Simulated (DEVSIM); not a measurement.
Structure: Au/SiON/SiO2/p-Si capacitor, at 300 K.

```
layer (left to right)  material  thickness (nm)  Na (cm⁻³)
---------------------  --------  --------------  ---------
1                          SiON            13.0          -
2                          SiO2           0.780          -
3                            Si             450     1.6e17
```

Metal gate on the left, work function 5.1 eV. Fixed charge at the semiconductor interface 0 cm⁻² (in units of +e); no interface traps.

Constants are typed, rounded textbook-type inputs, not results; the design itself was drawn at random and stands for no fabricated device. Values at 300 K.

```
parameter      SiON  SiO2       Si
-------------  ----  ----  -------
gap (eV)          7     9    1.124
affinity (eV)   1.4   0.9     4.05
permittivity    5.5   3.9     11.7
Nc (cm⁻³)         -     -  2.86e19
Nv (cm⁻³)         -     -   3.1e19
```

Simulated with DEVSIM: 1D Poisson equation in equilibrium, Boltzmann statistics, complete ionisation; no quantum confinement or tunnelling. Metal contacts follow the ideal Schottky-Mott rule: no Fermi-level pinning, no interface dipoles.

Question: Tabulate band edges, carrier densities and field at 1.6 V on the gate.

Answer: Energies count from the Fermi level of the right contact; mesh points crowd at the junctions.

```csv
x (μm),Ec (eV),Ev (eV),n (cm⁻³),p (cm⁻³),field (V/cm)
0.000,2.100,-4.900,< 1e2,< 1e2,460000
0.001124,2.152,-4.848,< 1e2,< 1e2,460000
0.003012,2.239,-4.761,< 1e2,< 1e2,460000
0.006500,2.400,-4.600,< 1e2,< 1e2,460000
0.01068,2.593,-4.407,< 1e2,< 1e2,460000
0.01227,2.667,-4.333,< 1e2,< 1e2,460000
0.01320,3.214,-5.786,< 1e2,< 1e2,650000
0.01378,3.251,-5.749,< 1e2,< 1e2,460000
0.01490,0.125,-0.999,2.3e17,520,210000
0.01711,0.170,-0.954,4.0e16,2900,200000
0.02174,0.259,-0.865,1.3e15,91000,190000
0.03529,0.489,-0.635,1.7e11,6.7e8,150000
0.05866,0.779,-0.345,2300000,5.0e13,95000
0.1030,0.979,-0.145,1000,1.1e17,8500
0.2388,0.988,-0.136,730,1.6e17,≈ 0
0.3497,0.988,-0.136,730,1.6e17,≈ 0
0.4082,0.988,-0.136,730,1.6e17,≈ 0
0.4360,0.988,-0.136,730,1.6e17,≈ 0
0.4537,0.988,-0.136,730,1.6e17,≈ 0
0.4592,0.988,-0.136,730,1.6e17,≈ 0
0.4621,0.988,-0.136,730,1.6e17,≈ 0
0.4638,0.988,-0.136,730,1.6e17,≈ 0
```
